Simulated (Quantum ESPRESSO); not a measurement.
Density of states of Ga3Sn (Pm-3m, 4 atoms in the cell).

```yaml
crystal:
  lattice:
    - [4.37524, 0.00000, 0.00000]
    - [0.00000, 4.37524, 0.00000]
    - [0.00000, 0.00000, 4.37524]
  atoms:
    - { symbol: Ga, position: [0.00000, 0.50000, 0.50000] }
    - { symbol: Ga, position: [0.50000, 0.00000, 0.50000] }
    - { symbol: Ga, position: [0.50000, 0.50000, 0.00000] }
    - { symbol: Sn, position: [0.00000, 0.00000, 0.00000] }
```

Method of the run: PBEsol, GBRV 1.5 ultrasoft (PBESOL) pseudopotentials (plane waves; Quantum ESPRESSO 7.5).

SCF settings: ecutwfc = 50 Ry; ecutrho = 250 Ry; occupations = smearing; smearing = fermi-dirac; degauss = 0.0073499 Ry; potentials = {Ga: ga_pbesol_v1.4.uspp.F.UPF, Sn: sn_pbesol_v1.4.uspp.F.UPF}; K_POINTS = automatic 6 6 6 0 0 0; conv_thr = 1e-10 Ry. Keys of the DOS step: nscf.calculation = nscf; nscf.verbosity = high; nscf.occupations = tetrahedra_opt; nscf.nbnd = 44; nscf.startingwfc = random; nscf.diago_thr_init = 1e-06; nscf.diagonalization = cg; nscf.K_POINTS = automatic 12 12 12 0 0 0; dos.x.fildos = dos.dat; dos.x.Emin = -15 eV; dos.x.Emax = 30 eV; dos.x.DeltaE = 0.05 eV; dos.x.ngauss = -99; dos.x.degauss = 0.01 Ry.

The starting cell comes from a database of computed structures (which also holds hypothetical and non-ambient phases and stackings), without a prior relaxation at this level.

Total DOS (both spins), as means of the tabulated values in each energy bin; the zero is the program's Fermi level or highest filled level, and the curve is cut to this window:

```csv
E (eV),states/eV/cell
-7.75,0.93
-7.25,1.04
-6.75,1.11
-6.25,1.23
-5.75,1.30
-5.25,1.45
-4.75,1.37
-4.25,1.27
-3.75,1.32
-3.25,1.36
-2.75,1.43
-2.25,1.32
-1.75,1.66
-1.25,1.84
-0.75,1.57
-0.25,1.77
0.25,1.85
0.75,1.63
1.25,1.99
1.75,1.84
2.25,1.97
2.75,2.22
```

Around zero the curve holds about 2.0 states/eV/cell.
